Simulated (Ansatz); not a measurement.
## Al2Pt: pressure series

Base system: Al$_{2}$Pt (space group Fm-3m, No. 225; a = 5.896 Å).

Cell and atoms are relaxed at each pressure.

Level of theory: plane-wave PAW DFT at the PBEsol level (Ansatz, a quantum-chemistry and plane-wave program, 420 eV), no spin-orbit coupling.

```json
[
 {"pressure (GPa)": "-2", "volume per atom (Å³/atom)": "17.338"},
 {"pressure (GPa)": "-1", "volume per atom (Å³/atom)": "17.207"},
 {"pressure (GPa)": "0", "volume per atom (Å³/atom)": "17.081"},
 {"pressure (GPa)": "0.9", "volume per atom (Å³/atom)": "16.973"},
 {"pressure (GPa)": "2.1", "volume per atom (Å³/atom)": "16.834"},
 {"pressure (GPa)": "4.5", "volume per atom (Å³/atom)": "?"},
 {"pressure (GPa)": "9", "volume per atom (Å³/atom)": "16.133"},
 {"pressure (GPa)": "15", "volume per atom (Å³/atom)": "15.629"},
 {"pressure (GPa)": "22.5", "volume per atom (Å³/atom)": "15.094"}
]
```

Problem. Fit the third-order Birch–Murnaghan form P(V) = (3B₀/2)[(V₀/V)^(7/3) − (V₀/V)^(5/3)]·[1 + (3/4)(B₀′ − 4)((V₀/V)^(2/3) − 1)] (squares taken in P) to the rows shown and predict the withheld row.

Solution. Least squares on the printed values gives V₀ = 17.082 Å³/atom, B₀ = 139 GPa, B₀′ = 4.3; this predicts 16.572 Å³/atom, and the run gives 16.572 Å³/atom, in agreement.

Load acts through the strain it causes; cell and atoms are relaxed under it. Whether these cells are dynamically stable was not tested. No other phases were tried under pressure. The final runs are not spin-polarised.
